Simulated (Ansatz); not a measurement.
**Short convergence ladders for Sn (I4_1/amd, 2 atoms in the cell)**

```
CELL_PARAMETERS angstrom
     -2.92374     2.92374     1.59477
      2.92374    -2.92374     1.59477
      2.92374     2.92374    -1.59477
ATOMIC_POSITIONS crystal
  Sn 0.25000 0.75000 0.50000
  Sn 0.00000 0.00000 0.00000
```

Base method: PBE, PAW files (plane waves; Ansatz, an electronic-structure program).

Base settings: basis.ecutwfc = 420 eV; kpoints.mp_grid.grid = 12 12 12; hamiltonian.xc = pbe; hamiltonian.pseudopotentials = {kind: paw} (the program's default PAW files); scf.occupations.method = gaussian; scf.occupations.width = 0.1 eV.

Core times come from one kind of shared machine, to one figure; runs under 30 s give none.

**Zone-centre phonons against the cutoff**

In this ladder: phonons.method = dfpt.

The mesh stays at the base's, so the ladder's end is converged at best in this setting alone.

Frequencies are those of the unrelaxed cell, without the LO-TO term of polar crystals.

Only quantities that move along the ladder and can be compared are tabulated.

| basis.ecutwfc | highest zone-centre frequency (cm⁻¹) | core time / last (rough) |
|---|---|---|
| 210 eV | 108.8 | – |
| 250 eV | 137.4 | – |
| 295 eV | 134.9 | – |
| 355 eV | 133.4 | 0.4 |
| 420 eV | 133.5 | 0.6 |
| 505 eV | 133.5 | 0.6 |
| 630 eV | 133.5 | 1 |

Coarsest basis.ecutwfc that holds the highest zone-centre frequency within 5 cm⁻¹ of the last step, with all finer ones: 250 eV; the step before is off by 25 cm⁻¹.

**The q mesh of the phonons**

In this ladder: phonons.method = dfpt.

Only quantities that move along the ladder and can be compared are tabulated.

Thermal sums run over frequencies interpolated from this q mesh.

```csv
phonons.qmesh,zero-point energy (meV/atom),vibrational free energy at 300 K (meV/atom),core time / last (rough)
1 1 1,12.99,-98.38,0.05
2 2 2,15.51,-82.20,0.2
3 3 3,15.81,-77.02,1
```

Coarsest phonons.qmesh that holds the zero-point energy within 1 meV/atom of the last step, with all finer ones: 2 2 2, at about 0.2 of the last step's time; the step before is off by 2.8 meV/atom.

Coarsest phonons.qmesh that holds the vibrational free energy at 300 K within 2 meV/atom: not settled: the last two steps still differ by 5.2 meV/atom, over half the tolerance, so the ladder does not show it.

On the base run: the starting cell has typed, rounded lattice constants, without a prior relaxation at this level. Its lattice was rescaled by up to half a per cent.

Keys are those of Ansatz 0.2.
